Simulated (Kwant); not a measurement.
System: wire with on-site disorder in a Ge (holes) two-dimensional gas. Effective mass 0.06 mₑ, grid spacing 2.5 nm, hard walls, nominal width 40 nm (15 grid rows, so walls 40 nm apart), one parabolic valley, scattering region 40 nm long along x; energies count from the band bottom; Fermi energy swept from 0.0019585 to 0.08697 eV. On-site energies in the scattering region are random, uniform within ±W/2, W = 0.16 eV, averaged over 12 samples.

The device is made up for the run: typed textbook-type constants, with dimensions and the other settings drawn at random.

Kwant, effective-mass tight-binding model on a square grid, one spin, coherent transport at 0 K. Conductance is in e²/h.

Question: How many channels do the leads carry at E = 24.1, 72.2 meV?

Answer: The hard-wall thresholds are n² ħ²π²/(2mW²) = n² × 3.92 meV with W = 40 nm. √(24.1/3.92) = 2.48, so 2. √(72.2/3.92) = 4.29, so 4.
